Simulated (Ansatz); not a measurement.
# Lattice constant a of Hf2Si (model structure, started from the Ca2N type, R-3m, No. 166, 3 atoms in the cell) at several levels of theory

No measured value is used here.

```csv
level (code),value (Å)
LDA (Ansatz),3.672
PBE (Ansatz),3.753
PBEsol (Ansatz),3.707
PBE-D3(BJ) (Ansatz),3.706
r²SCAN (Ansatz),?
r²SCAN+rVV10 (Ansatz),?
```

Question: Complete the blanks.

Answer: 
- r²SCAN (Ansatz, a program for electronic structure), value (Å): 3.749
- r²SCAN+rVV10 (Ansatz), value (Å): 3.735

Density-functional levels without +SOC have no spin–orbit coupling. Cutoffs differ between the levels. Ansatz's density-functional and Hartree–Fock values are scalar-relativistic unless marked +SOC, with PAW data made under PBE.

A model structure was made by putting elements into a prototype or built by hand; it is no filed structure, need not be a known phase, and can be a saddle point held by its symmetry.
